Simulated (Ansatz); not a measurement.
The parent structure is Ge in the diamond structure (space group Fd-3m, No. 227; a = 5.676 Å). Axes: x, y, z lie along the cube axes.

The values are results of Kohn–Sham DFT with the PBEsol functional, run in Ansatz (a first-principles code) with PAW and 420 eV plane waves, no spin-orbit coupling, not measurements.

Base values:

The pressure is 0.0 GPa. The shortest interatomic distance is 2.458 Å.

It is then changed as follows: biaxial strain +1.48 %, plane normal [111], relaxed out of plane (Cartesian); in-plane vectors clamped, the third vector and the atoms free.

Question: Predict the new pressure.

Answer: The pressure (mean of the normal stresses, compression positive) goes from zero to -1.5 GPa.

Question: What does the calculation give for the energy relative to the base after the change?

Answer: The energy rises by 4.8 meV/atom.

Question: What happens to the shortest interatomic distance?

Answer: The shortest interatomic distance goes up by 0.004 Å, from 2.458 Å to 2.462 Å.

No phonon test of stability was made.
